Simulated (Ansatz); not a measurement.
Base system: WS2 in the 2H-MoS2 type structure (space group P6_3/mmc, No. 194; a = 3.115 Å, c = 11.773 Å; layered, stacked along the Cartesian z axis).

It is then changed as follows: a negative pressure, −2 GPa.

Levels (all Ansatz, a quantum-chemistry and plane-wave program, PAW): PBEsol-D3(BJ) (420 eV, without spin-orbit coupling); r2SCAN (500 eV, no SOC).

The geometry is relaxed with PBEsol-D3(BJ).

| Property | Value |
|---|---|
| PBEsol-D3(BJ) lowest conduction level above the VBM at special points | K 1.28 eV; H 1.28 eV; A 2.27 eV; Γ 2.28 eV |
| PBEsol-D3(BJ) smallest direct gap | 1.88 eV |
| PBEsol-D3(BJ) width of the top valence band | 1.96 eV |

Task: Predict the lowest conduction level above the VBM at special points, smallest direct gap and width of the top valence band from r2SCAN.

Result: The lowest conduction level above the VBM at special points becomes K 1.38 eV; H 1.38 eV; A 2.42 eV; Γ 2.43 eV (PBEsol-D3(BJ): K 1.28 eV; H 1.28 eV; A 2.27 eV; Γ 2.28 eV); the smallest direct gap grows by 0.15 eV (1.88 eV → 2.03 eV); the width of the top valence band grows by 0.069 eV, from 1.96 eV to 2.02 eV.

Single points use the geometry relaxed with PBEsol-D3(BJ). Their cutoffs differ, which shifts pressures a little. Spin-orbit coupling, missing from the scalar runs, can matter with W. Load acts through the strain it causes; cell and atoms are relaxed under it. Whether these cells are dynamically stable was not tested.
